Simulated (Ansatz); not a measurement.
Base system: MgSe in the rock salt structure (space group Fm-3m, No. 225).

```yaml
crystal:
  lattice:
    - [0.00000, 2.73618, 2.73618]
    - [2.73618, 0.00000, 2.73618]
    - [2.73618, 2.73618, 0.00000]
  atoms:
    - { symbol: Mg, position: [0.00000, 0.00000, 0.00000] }
    - { symbol: Se, position: [0.50000, 0.50000, 0.50000] }
```

The values are results of r2SCAN in Ansatz (plane waves to 500 eV, PAW, no spin-orbit coupling), not measurements.

Before the change:

| Quantity | Result |
|---|---|
| Pressure | -0.01 GPa |
| Hole mass | 0.20, 0.79, 0.79 mₑ (at Γ) |

Perturbation: every lattice vector is shortened by 1.00 %, atoms relaxed at fixed cell.

### Question
Estimate the effect on the pressure.

### Answer
The pressure grows by 2.12 GPa, from -0.01 GPa to 2.11 GPa.

### Question
Predict the new hole mass.

### Answer
The hole mass (degenerate bands, along [100]) becomes 0.20, 0.77, 0.77 mₑ (at Γ) (base: 0.20, 0.79, 0.79 mₑ (at Γ)).

### Question
Estimate the effect on the mean gap deformation potential ΔEg/Δln V.

### Answer
The mean gap deformation potential ΔEg/Δln V amounts to -1.7 eV.

The cells carry an imposed strain or load. Effective masses come from finite differences of ±0.01 Å⁻¹. Whether these cells are dynamically stable was not tested.

Ansatz is an electronic-structure program.
